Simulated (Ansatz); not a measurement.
Take GaP in the zinc blende structure (space group F-43m, No. 216; a = 5.4385 Å) as the base.

Perturbation: every Ga is replaced by Al; the structure is relaxed again.

Levels (all Ansatz, a quantum-chemistry and plane-wave program, PAW): PBEsol (420 eV, scalar-relativistic without spin-orbit coupling); PBEsol+SOC (420 eV, with spin-orbit coupling).

The geometry is relaxed with PBEsol.

| Item | Result |
|---|---|
| PBEsol pressure | 0.00 GPa |
| PBEsol valence-band top at Γ | 0.00, 0.00, 0.00 eV |
| PBEsol band gap | 1.45 eV |
| PBEsol electron mass | 0.77 mₑ along k, 0.24 mₑ across (at X) |

How does going to PBEsol+SOC change the pressure, valence-band top at Γ, band gap and electron mass?

The pressure is still 0.00 GPa; the valence-band top at Γ (three highest Kramers pairs, from the VBM) becomes 0.00, 0.00, -0.06 eV (PBEsol: 0.00, 0.00, 0.00 eV); the band gap shrinks by 0.02 eV (1.45 eV → 1.43 eV); the electron mass stays 0.77 mₑ along k, 0.24 mₑ across (at X). The threefold valence maximum splits by Δso ≈ 0.06 eV.

Single points use the geometry relaxed with PBEsol. Differences between runs with and without spin-orbit coupling are approximate. Masses are band curvatures over ±0.01 Å⁻¹ around the edge. Along k means along the line from Γ to the band edge. Whether these cells are dynamically stable was not tested.
